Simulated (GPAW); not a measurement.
Band structure of PbF2 (Fm-3m, 3 atoms in the cell).

```
PbF2
1.0
    0.00000     2.97000     2.97000
    2.97000     0.00000     2.97000
    2.97000     2.97000     0.00000
Pb F
1 2
Cartesian
  0.00000   0.00000   0.00000
  1.48500   1.48500   1.48500
  4.45500   4.45500   4.45500
```

Computed with PBE, GPAW PAW datasets PBE (gpaw-data 1.0.1) (plane waves; GPAW).

Settings: mode = pw; ecut = 950 eV; xc = PBE; kpts = 7 7 7; mesh shift (steps) = 0 0 0; occupations.name = fermi-dirac; occupations.width = 0.02 eV; nbands = -4; convergence.density = 1e-05 e/electron; convergence.bands = -2; symmetry.symmorphic = false; symmetry.tolerance = 0.0005; maxiter = 100; bandpath_npoints = 40.

The starting cell has typed, rounded lattice constants, without a prior relaxation at this level. Spin-orbit coupling is off.

**Question.** Predict the gap along the standard path and the places of the band edges.

**Answer.** The gap along the path is 4.35 eV, from W to X; the smallest direct gap on it is 4.49 eV.

Levels in eV from the top of the valence band on the SCF mesh, bands 11 to 18:
```csv
point,11,12,13,14,15,16,17,18
Γ,-2.47,-1.98,-1.98,-1.98,6.71,6.71,6.71,10.64
X,-1.56,-1.56,-1.56,-0.13,4.36,7.82,7.82,8.95
W,-2.68,-1.62,-1.50,0.01,5.99,5.99,7.43,10.12
K,-2.07,-1.71,-1.57,-0.02,5.26,6.62,7.81,9.82
L,-2.68,-2.15,-2.15,-0.03,4.98,7.59,7.59,13.19
U,-2.07,-1.71,-1.57,-0.02,5.26,6.62,7.81,9.82
```
